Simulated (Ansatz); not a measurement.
Base system: HfB₂ (space group P6/mmm, No. 191; a = 3.1457 Å, c = 3.4859 Å).

All numbers come from Ansatz (a program for electronic structure), PBE, PAW, cutoff 420 eV, no spin-orbit coupling.

Before the change:

The volume per atom is 9.96 Å³.

It is then changed as follows: cell and atoms relaxed at a pressure of 9 GPa.

**Question.** What happens to the volume per atom?

**Answer.** The volume per atom decreases by 0.33 Å³, from 9.96 Å³ to 9.63 Å³.

Load acts through the strain it causes; cell and atoms are relaxed under it. No phonon test of stability was made. No other phases were tried under pressure. The final runs are not spin-polarised.
